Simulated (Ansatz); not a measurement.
**Response to strain in SiC**

The reference is SiC (space group P6_3mc, No. 186; a = 3.058 Å, c = 10.012 Å). Axes: x lies along a and z along c of the hexagonal cell.

Strains are applied to the cell and any free atomic positions relax.

All numbers come from LDA (Ansatz, a quantum-chemistry and plane-wave program; PAW; 420 eV plane waves; spin-orbit coupling left out).

Notes on the quantities. energy relative to the base: free energy F.

| uniaxial strain ε_zz (%) | energy relative to the base (meV/atom) |
|---|---|
| 0 | 0.0 |
| 0.75 | 1.0 |
| 1.5 | 3.9 |
| 2.25 | ? |
| 3 | 15.4 |

**Question.** Fit ΔE = Aε² + Bε³ (ε in %) to the rows shown and predict the withheld row.

**Answer.** Least squares on the printed values gives A = 1.76 and B = -0.017 meV/atom (largest residual 0.0 meV/atom); this predicts 8.7 meV/atom, and the run gives 8.7 meV/atom, in agreement.

Stability against distortions was not tested.
